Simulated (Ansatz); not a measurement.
## A short convergence ladder for NiO (R3m, 4 atoms in the cell)

```
NiO
1.0
    4.15910     2.07955     2.07955
    2.07955     4.15910     2.07955
    2.07955     2.07955     4.15910
Ni O
2 2
Cartesian
  0.02886   0.02886   0.02886
  4.15910   4.15910   4.15910
  2.07955   2.07955   2.07955
  6.23865   6.23865   6.23865
```
Moments meant for the start (each program seeds them in its own way; μB, in the order of the atoms Ni Ni O O): 2.0 -2.0 0.0 0.0.

Base method: PBEsol, default PAW files made with PBE (plane waves; Ansatz, a program for electronic structure).

Base settings: basis.ecutwfc = 420 eV; kpoints.mp_grid.grid = 10 10 10; hamiltonian.xc = pbesol; hamiltonian.pseudopotentials = {kind: paw} (the program's default PAW files); magnetization.spin_polarized = true; scf.occupations.method = fermi_dirac; scf.occupations.width = 0.01 eV.

**The width of Fermi-Dirac smearing**

The mesh stays at the base's, so the ladder's end is converged at best in this setting alone.

Only quantities that move along the ladder and can be compared are tabulated.

The magnetic state is not the same in all runs (site moments differ, or a search went on to a lower state), so steps between rows are not convergence errors alone.

```csv
scf.occupations.width,free energy less the last step's (meV/atom),pressure (GPa),largest difference of a force vector from the last step's (eV/Å)
1 eV,-1307.13,10.56,0.018
0.5 eV,-298.61,-0.38,0.056
0.2 eV,-11.53,-5.29,0.006
0.1 eV,-0.29,-5.78,0.000
0.02 eV,0.00,-5.80,0.000
```

Widest scf.occupations.width that holds the forces within 0.02 eV/Å of the last step, with all finer ones: 0.2 eV; the step before is off by 0.056 eV/Å.

Widest scf.occupations.width that holds the free energy within 5 meV/atom of the last step, with all finer ones: 0.1 eV; the step before is off by 12 meV/atom.

Widest scf.occupations.width that holds the pressure within 0.2 GPa of the last step, with all finer ones: 0.1 eV; the step before is off by 0.51 GPa.

On the base run: the starting cell has typed, rounded lattice constants, without a prior relaxation at this level. Its lattice was rescaled by up to half a per cent. One atom was moved a little off its site on purpose. The magnetic order is the one reached from the typed start; others were not searched systematically. In the base run, with a pressure of about -6 GPa the cell is away from its equilibrium volume at this level. Ansatz's pressure includes its estimate of the finite-basis (Pulay) stress.

Keys are those of Ansatz 0.2.
